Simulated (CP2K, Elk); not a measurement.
A CP2K input for a self-consistent single point of CaSe (Fm-3m, 2 atoms in the cell) (DFT LDA (Pade form), GPW, DZVP-MOLOPT-SR-GTH basis, GTH-PADE potentials (GTH_POTENTIALS)):

```
&GLOBAL
  PROJECT case
  RUN_TYPE ENERGY_FORCE
  PRINT_LEVEL LOW
&END GLOBAL
&FORCE_EVAL
  METHOD Quickstep
  STRESS_TENSOR ANALYTICAL
  &DFT
    BASIS_SET_FILE_NAME BASIS_MOLOPT
    POTENTIAL_FILE_NAME GTH_POTENTIALS
    &QS
      METHOD GPW
      EPS_DEFAULT 1E-10
    &END QS
    &MGRID
      CUTOFF 500
      REL_CUTOFF 40
      NGRIDS 5
    &END MGRID
    &SCF
      SCF_GUESS ATOMIC
      EPS_SCF 1E-6
      MAX_SCF 100
      ADDED_MOS 4
      &DIAGONALIZATION
        ALGORITHM STANDARD
      &END DIAGONALIZATION
      &MIXING
        METHOD BROYDEN_MIXING
        ALPHA 0.3
        NBUFFER 12
      &END MIXING
      &SMEAR ON
        METHOD FERMI_DIRAC
        ELECTRONIC_TEMPERATURE [K] 232.09
      &END SMEAR
    &END SCF
    &KPOINTS
      SCHEME MONKHORST-PACK 5 5 5
    &END KPOINTS
    &XC
      &XC_FUNCTIONAL PADE
      &END XC_FUNCTIONAL
    &END XC
    &PRINT
      &MO
        EIGENVALUES T
        OCCUPATION_NUMBERS T
        NDIGITS 8
        FILENAME mo
        &EACH
          QS_SCF 0
        &END EACH
        ADD_LAST NUMERIC
      &END MO
      &MULLIKEN OFF
      &END MULLIKEN
    &END PRINT
  &END DFT
  &SUBSYS
    &CELL
      A 4.18607200 0.00000000 0.00000000
      B 2.09303600 3.62524500 0.00000000
      C 2.09303600 1.20841500 3.41791400
      PERIODIC XYZ
    &END CELL
    &COORD
      SCALED
      Ca       0.00000000     0.00000000     0.00000000
      Se       0.50000000     0.50000000     0.50000000
    &END COORD
    &KIND Ca
      BASIS_SET DZVP-MOLOPT-SR-GTH-q10
      POTENTIAL GTH-PADE-q10
    &END KIND
    &KIND Se
      BASIS_SET DZVP-MOLOPT-SR-GTH-q6
      POTENTIAL GTH-PADE-q6
    &END KIND
  &END SUBSYS
  &PRINT
    &FORCES ON
    &END FORCES
    &STRESS_TENSOR ON
    &END STRESS_TENSOR
  &END PRINT
&END FORCE_EVAL
```

**Question.** Give the Elk input for the same structure, mesh, smearing and functional.

**Answer.** This is the input that was run; spellings and numerical settings could be chosen otherwise.

```
tasks
  0

rgkmax
  7.5

gmaxvr
  14.0

nxlo
  2

lorbcnd
  .true.

lmaxi
  3

swidth
  0.000734986

maxscl
  100

avec
    0.0000000000    5.5935893289    5.5935893289
    5.5935893289    0.0000000000    5.5935893289
    5.5935893289    5.5935893289    0.0000000000

atoms
  2
  'Ca.in'
  1
  0.0000000000  0.0000000000  0.0000000000    0.0 0.0 0.0
  'Se.in'
  1
  0.5000000000  0.5000000000  0.5000000000    0.0 0.0 0.0

ngridk
  5 5 5
```

Basis settings and potentials, where a program has them, do not carry over. This input uses DFT, LDA (PW92), all-electron FP-LAPW, Elk's shipped species files, APW+lo basis with extra local orbitals. LDA parametrisations can differ slightly between programs. Both were run: gap on the mesh 2.042 eV in CP2K and 2.029 in Elk.

On Elk: the starting cell has typed, rounded lattice constants, without a prior relaxation at this level. Values depend on the basis (sphere radii, cutoffs, local orbitals), which need not be converged.

On CP2K: the starting cell has typed, rounded lattice constants, without a prior relaxation at this level. Values carry the incompleteness of an atom-centred basis.
